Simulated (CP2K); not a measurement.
CP2K run on SrGe2Ru2 (P1, 5 atoms in the cell): self-consistent single point.

Level of theory: CP2K with LDA (Pade form), GPW, DZVP-MOLOPT-SR-GTH basis, GTH-PADE potentials (GTH_POTENTIALS).

The change in words: atoms moved at random. Reference geometry:
```
Sr(GeRu)2
1.0
    5.97972     0.00000     0.00000
    2.88066     5.24012     0.00000
   -4.43019    -2.62006     3.04397
Sr Ge Ru
1 2 2
Direct
  0.00000   0.00000   0.00000
  0.64218   0.64218   0.00000
  0.35782   0.35782   0.00000
  0.75000   0.25000   0.50000
  0.25000   0.75000   0.50000
```

Reference input (self-consistent single point, DFT LDA (Pade form), GPW, DZVP-MOLOPT-SR-GTH basis, GTH-PADE potentials (GTH_POTENTIALS)): CUTOFF = 500 Ry; REL_CUTOFF = 50 Ry; SMEAR/METHOD = GAUSSIAN; SIGMA = 0.05 eV; KPOINTS/SCHEME = MACDONALD 6 6 6 0.08333333333 0.08333333333 0.08333333333; XC_FUNCTIONAL = PADE; Sr/BASIS_SET = DZVP-MOLOPT-SR-GTH; Sr/POTENTIAL = GTH-PADE-q10; Ge/BASIS_SET = DZVP-MOLOPT-SR-GTH; Ge/POTENTIAL = GTH-PADE-q4; Ru/BASIS_SET = DZVP-MOLOPT-SR-GTH; Ru/POTENTIAL = GTH-PADE-q16. This run's input differs from it in these lines:

```diff
@@ -67,7 +67,7 @@
     &COORD
-      Sr       0.00000000     0.00000000     0.00000000
-      Ge       5.68996332     3.36510155     0.00000000
-      Ge       3.17042368     1.87502045     0.00000000
-      Ru       2.98986225     0.00000000     1.52198600
-      Ru       1.44033175     2.62006100     1.52198600
+      Sr       0.01323907    -0.01821990    -0.04069791
+      Ge       5.72702267     3.36775567     0.03352326
+      Ge       3.12666787     1.89707613     0.02698786
+      Ru       2.95300364     0.02781457     1.53479503
+      Ru       1.47064043     2.58574868     1.48936680
     &END COORD
```

Log, with long lists cut:

```
 SCF WAVEFUNCTION OPTIMIZATION

  Step     Update method      Time    Convergence         Total energy    Change
     1 NoMix/Diag. 0.20E+00      -     1.83138445      -229.2846728701 -2.29E+02
     2 Broy./Diag. 0.20E+00      -     0.09527045      -231.5404297024 -2.26E+00
     3 Broy./Diag. 0.20E+00      -     0.01605552      -228.8536158810  2.69E+00
     4 Broy./Diag. 0.20E+00      -     0.03681590      -228.3385488869  5.15E-01
     5 Broy./Diag. 0.20E+00      -     0.01598516      -228.1562322895  1.82E-01
     6 Broy./Diag. 0.20E+00      -     0.00435691      -228.2045981487 -4.84E-02
   [... 7 lines left out ...]
    14 Broy./Diag. 0.20E+00      -     0.00000197      -228.2476640777 -1.86E-05
    15 Broy./Diag. 0.20E+00      -     0.00000013      -228.2476677671 -3.69E-06
    16 Broy./Diag. 0.20E+00      -     0.00000020      -228.2476663161  1.45E-06
    17 Broy./Diag. 0.20E+00      -     0.00000007      -228.2476658706  4.45E-07
  *** SCF run converged in    17 steps ***

  Overlap energy of the core charge distribution:               0.00000000744813
  Self energy of the core charge distribution:               -411.37608921839688
  Core Hamiltonian energy:                                     96.37363399055906
  Hartree energy:                                             113.59748876253313
  Exchange-correlation energy:                                -26.84256873366459
  Smearing free energy correction:                             -0.00013067910646
  Fermi energy:                                                 0.34971847242544

  Total energy:                                              -228.24766587064636
  Total energy (extrapolated to sigma->0):                   -228.24760053109313

                     Mulliken Population Analysis

   [... lines left out ...]

 STRESS| Analytical stress tensor [bar]
 STRESS|                        x                   y                   z
 STRESS|      x       -3.47393553099E+04   2.88320726381E+03  -1.43908604745E+04
 STRESS|      y        2.88320726381E+03  -7.38440104927E+04  -1.54556408303E+03
 STRESS|      z       -1.43908604745E+04  -1.54556408303E+03  -6.57518963226E+04
 STRESS| 1/3 Trace                                            -5.81117540418E+04
```

The run converged in 17 iterations. Against the reference run the free energy rises by 14.1 meV/atom, the pressure goes from -7.17 to -5.81 GPa and the largest force goes from 0.438 to 1.398 eV/Å.

The starting cell comes from a database of computed structures (which also holds hypothetical and non-ambient phases and stackings), without a prior relaxation at this level. Its lattice was rescaled by a random factor within 2.5 % of one. For this run, on top of that: atoms moved at random. Spin polarisation is off. Values carry the incompleteness of an atom-centred basis. With a pressure of about -6 GPa the cell is away from its equilibrium volume at this level. Forces in this geometry exceed 1 eV/Å.

Cost on one core of a shared machine: roughly 2 min.
